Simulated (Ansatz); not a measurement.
The parent structure is SiO2 (space group P3_221, No. 154).

```
SiO2
1.0
    5.02211     0.00000     0.00000
   -2.51105     4.34927     0.00000
    0.00000     0.00000     5.51028
Si O
3 6
Direct
  0.47673   0.47673   0.00000
  0.52327   0.00000   0.66667
  0.00000   0.52327   0.33333
  0.41453   0.15915   0.87178
  0.84085   0.25538   0.53845
  0.15915   0.41453   0.12822
  0.58547   0.74462   0.79488
  0.25538   0.84085   0.46155
  0.74462   0.58547   0.20512
```

Cartesian axes are those of the cell as printed.

Computed with Ansatz (a quantum-chemistry and plane-wave program), PBE, PAW, cutoff 420 eV, without spin-orbit coupling.

Before the change:

| Property | Result |
|---|---|
| Electron mass | 0.51 mₑ (at Γ) |
| Band gap | 5.68 eV |
| Smallest direct gap | 6.01 eV |

Modification: compressive biaxial strain of 3.00 % in the plane normal to [001], as in epitaxy on a mismatched substrate; the out-of-plane cell vector and the atoms relax.

Question: What happens to the out-of-plane strain, electron mass, band gap and smallest direct gap?

Answer: The out-of-plane strain amounts to +0.69 %; the electron mass becomes 0.47 mₑ out of plane, 0.50 mₑ in plane (at Γ) (base: 0.51 mₑ (at Γ)); the band gap goes up by 0.14 eV, from 5.68 eV to 5.82 eV; the smallest direct gap grows by 0.07 eV, from 6.01 eV to 6.08 eV.

Masses are band curvatures over ±0.01 Å⁻¹ around the edge. Stability against distortions was not tested.
